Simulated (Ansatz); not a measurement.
Abridged Ansatz (a program for electronic structure) output:

```
Relaxation: its limit of steps is 50 (relax.max_steps)
Pseudopotential: Ti, paw, valence charge 12
Pseudopotential: Te, paw, valence charge 16
Crystal: 3 atoms, lattice volume = 70.112 Å³
Basis set: ecut = 420 eV, 1329 PW (Γ), exchange–correlation on 48×50×90 points (8 copies of the dense FFT grid, shifted against one another)
Bands: 27, of which v1, the nominal top of the filled ones, is band 22 counted from 1 (21 counted from 0)
Symmetry: 2 space group operations
k-points: 1624 of 3240
Functional: x = pbesol(κ = 0.804, μ = 0.12345679012345678), c = pbesol(β = 0.046)
SCF iter   1: F=—  HF=-16280.652742 eV  |F-HF|=—  |Δ(HF+E_count)|=         —  Δρ=6.22e-3  dr2=4.00e-2  ethr=1.77e-3  ⟨swp⟩=5.5  Hψ=190894  notcnv=0
SCF iter   2: F=—  HF=-16280.647467 eV  |F-HF|=—  |Δ(HF+E_count)|=   5.28e-3  Δρ=3.20e-3  dr2=1.13e-2  ethr=9.10e-5  ⟨swp⟩=1.8  Hψ=59537  notcnv=0
SCF 1 converged in 9 iterations: F = -16280.646048 eV  dr2 = 1.08e-10
relax step   1: F+E_penalty+E_count = -16280.64604831 eV  Δ(F+E_penalty+E_count) = +0.000e0 eV  max|allowed force component| = 5.152e-2 eV/Å  Δτ_max = 0.0000 Å  (9 SCF iters, accepted)
Crystal: 3 atoms, lattice volume = 70.112 Å³
SCF iter   1: F=—  HF=-16280.645247 eV  |F-HF|=—  |Δ(HF+E_count)|=         —  Δρ=1.13e-3  dr2=8.65e-4  ethr=2.00e-6  ⟨swp⟩=2.1  Hψ=145248  notcnv=0
SCF iter   2: F=—  HF=-16280.645129 eV  |F-HF|=—  |Δ(HF+E_count)|=   1.19e-4  Δρ=6.64e-4  dr2=3.31e-4  ethr=1.97e-6  ⟨swp⟩=1.0  Hψ=43848  notcnv=0
SCF 2 converged in 8 iterations: F = -16280.645054 eV  dr2 = 4.59e-11
relax step   2: F+E_penalty+E_count = -16280.64505393 eV  Δ(F+E_penalty+E_count) = +9.944e-4 eV  max|allowed force component| = 1.227e-1 eV/Å  Δτ_max = 0.0239 Å  (8 SCF iters, rejected (line search))
Crystal: 3 atoms, lattice volume = 70.112 Å³
SCF iter   1: F=—  HF=-16280.646869 eV  |F-HF|=—  |Δ(HF+E_count)|=         —  Δρ=6.80e-4  dr2=3.28e-4  ethr=6.75e-6  ⟨swp⟩=3.2  Hψ=114246  notcnv=0
SCF iter   2: F=—  HF=-16280.646827 eV  |F-HF|=—  |Δ(HF+E_count)|=   4.20e-5  Δρ=4.00e-4  dr2=1.27e-4  ethr=7.45e-7  ⟨swp⟩=1.0  Hψ=56862  notcnv=0
SCF 3 converged in 7 iterations: F = -16280.646794 eV  dr2 = 2.94e-10
relax step   3: F+E_penalty+E_count = -16280.64679444 eV  Δ(F+E_penalty+E_count) = -7.461e-4 eV  max|allowed force component| = 1.337e-3 eV/Å  Δτ_max = 0.0103 Å  (7 SCF iters, accepted)
SCF converged after 7 iterations
Free energy (F): -16280.646794 eV
Internal energy: -16280.599183 eV  (E = F + TS)
E sigma→0 (E₀):  -16280.622989 eV
Entropy (-TS):   -0.047611 eV (-15.870 meV/atom)
Fermi energy:    12.397331 eV
  E_disp       = -1.617716  (pairwise vdW)
--- Forces (eV/Å), atoms counted from 1 ---
  atom   1  Ti     0.00000000     0.00000000     0.00000000
  atom   2  Te     0.00133661    -0.00073560    -0.00031374
  atom   3  Te    -0.00133661     0.00073560     0.00031374
--- Stress (GPa, compression-positive) ---
        0.825999       0.004258       0.306661
        0.004258       0.062951      -0.164968
        0.306661      -0.164968       0.297938
  P = ⅓ Tr σ = 0.3956 GPa (3.956 kbar)
--- Relaxed structure (3 steps of the walk, 2 accepted, 0 SCFs on fresh bases) ---
  atoms:
    - { symbol: Ti, position: [0.0, 0.0, 0.0] }
    - { symbol: Te, position: [0.33526931098828155, 0.6655923112266919, 0.27851520100076793] }
    - { symbol: Te, position: [0.6647306890117186, 0.33440768877330806, 0.721484798999232] }
```

What was computed, and what are the main results?

TiTe2, 3 atoms in the cell, with PBEsol-D3(BJ) (Ansatz, PAW, spin-orbit coupling left out). The last SCF converged to F = -16280.646794 eV, or -5426.8823 eV per atom, at a pressure of 0.40 GPa. The total energy compares only with runs of the same code, potentials and settings.

The cells carry an imposed strain or load. Stability against distortions was not tested. All final runs are without spin polarisation. The cell was made from TiTe₂ in the CdI2 type structure (space group P-3m1, No. 164; layered, stacked along the Cartesian z axis) by this change: strain tensor (xx, yy, zz, yz, xz, xy) = (−0.84, +0.23, −0.08, −0.02, −0.43, −0.20) %.

Keys are those of Ansatz 0.2.
